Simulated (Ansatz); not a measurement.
Results of BLYP (Ansatz, a program for electronic structure, plane waves, PAW) for B20 (FeSi-type) MnGe.

Numerical settings: plane-wave cutoff 520 eV, 12×12×12 k mesh, Fermi–Dirac smearing 0.05 eV, spin-polarised start, scalar-relativistic PAW data made under PBE.

Properties against volume:

```tsv
V (Å³/atom)	P (GPa)	moment (μB per cell of 8 atoms)
13.785	4.94	8.01
14.072	2.30	8.11
14.360	0.01	8.21
14.647	-1.91	8.35
14.934	-3.45	8.56
```

Note: the magnetic order was assumed, not searched for or taken from measurement; the relaxation could not lower the start's symmetry, so the cell can be a saddle point above a distorted one.
